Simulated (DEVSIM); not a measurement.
System: Cr/SiO2/p-Si capacitor, at 250 K.

```
layer (left to right)  material  thickness (nm)  Na (cm⁻³)
---------------------  --------  --------------  ---------
1                          SiO2            3.10          -
2                            Si            1100     2.7e17
```

Metal gate on the left, work function 4.5 eV. Fixed charge at the semiconductor interface 0 cm⁻² (in units of +e); no interface traps.

Constants are typed, rounded textbook-type inputs, not results; the design itself was drawn at random and stands for no fabricated device. Values at 300 K; Nc and Nv go as T^1.5, mobilities as T to minus their exponent, the gap by Varshni's rule with the affinity fixed.

```tsv
parameter	SiO2	Si
gap (eV)	9	1.124
affinity (eV)	0.9	4.05
permittivity	3.9	11.7
Nc (cm⁻³)	-	2.86e19
Nv (cm⁻³)	-	3.1e19
Varshni α (eV/K)	-	0.000473
Varshni β (K)	-	636
```

DEVSIM, 1D Poisson equation in equilibrium, Boltzmann statistics, complete ionisation; no quantum confinement or tunnelling. Metal contacts follow the ideal Schottky-Mott rule: no Fermi-level pinning, no interface dipoles.

The substrate doping was swept, all else fixed.

| substrate doping (cm^-3) | minimum of the low-frequency capacitance (μF/cm²) | flat-band voltage (V) | threshold voltage (band bending 2φF) (V) |
|---|---|---|---|
| 1.4e16 | 0.0406 | -0.53 | 0.35 |
| 2.7e16 | 0.0536 | -0.54 | 0.38 |
| 5.4e16 | 0.0734 | -0.55 | 0.43 |
| 1.4e17 | 0.110 | -0.58 | 0.52 |
| 2.7e17 | ___ | -0.59 | ___ |
| 5.4e17 | 0.192 | -0.60 | 0.74 |

Task: Complete the blanks.

Result: 
- 2.7e17, minimum of the low-frequency capacitance (μF/cm²): 0.145
- 2.7e17, threshold voltage (band bending 2φF) (V): 0.61
